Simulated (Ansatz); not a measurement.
An ideal cubic perovskite cell is held by its symmetry; such compounds can tilt or shift off centre at room temperature. Cells marked so need not be the phases stable at ambient conditions, and some may be hypothetical.

By PBEsol, each system below comes out a metal.

G/A = (e²/h) × open channels of both spins per area, as a mean over 0.1 eV about the Fermi level, without spin-orbit coupling, for the cells as given.

A. SrTaO₃ (Pm-3m, cubic perovskite, not sure to be the ambient phase, 5 atoms a cell, 13.5 Å³ an atom, -7 GPa at this level), current normal to (111)
B. ZnPt3 (Pm-3m, Cu3Au type, not sure to be the ambient phase, 4 atoms a cell, 14.8 Å³ an atom, -4 GPa at this level), current normal to (110)
C. SiB₂Mo₅ (I4/mcm, not sure to be the ambient phase, 16 atoms a cell, 12.8 Å³ an atom, -9 GPa at this level), current normal to (001)

### Question
Order them by ballistic conductance per area (lowest first) at the level PBEsol (Ansatz, a quantum-chemistry and plane-wave program).

### Answer
A (0.53 × 10¹⁵ S/m²), C (0.76 × 10¹⁵ S/m²), B (1.1 × 10¹⁵ S/m²)
